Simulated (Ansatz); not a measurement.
For CsCl-type AuZn (cubic form, which distorts at low temperature), LDA (PAW; Ansatz, an electronic-structure program) gives:

* **lattice constant a**: 3.096 Å
* **bulk modulus B0**: 159 GPa
* **cohesive energy**: 3.33 eV/atom
* **formation enthalpy**: -0.225 eV/atom

Problem. What does LC-ωPBE (Ansatz, PAW) give for the same quantities?

Solution. 
- lattice constant a: 3.122 Å (increases by 0.8 %)
- bulk modulus: 155 GPa (drops by 2.5 %)
- cohesive energy: 2.47 eV/atom (decreases by 0.86 eV/atom)
- formation enthalpy: -0.267 eV/atom (moves by -0.042 eV/atom)

For comparison: bulk modulus 131 GPa (measured, temperature not stated, not corrected to a static lattice; as tabulated in Nepal et al. (2020), arXiv:2007.11150); formation enthalpy -0.235 ± 0.04 eV/atom (measured, temperature not stated, no zero-point or thermal correction; as tabulated in Nepal et al. (2020), arXiv:2007.11150).

Changes are worked out from the printed values.

Unless a cell is named, each level is at its own relaxed cell (LDA 14.83, LC-ωPBE 15.22 Å³/atom).

Levels without +SOC leave out spin–orbit coupling, which shifts energies and cells of such heavy elements.

Caveats: symmetry holds this phase in the static calculation, where it need not be a minimum (LDA, LC-ωPBE). Ansatz's density-functional and Hartree–Fock values are scalar-relativistic unless marked +SOC, with PAW data made under PBE.
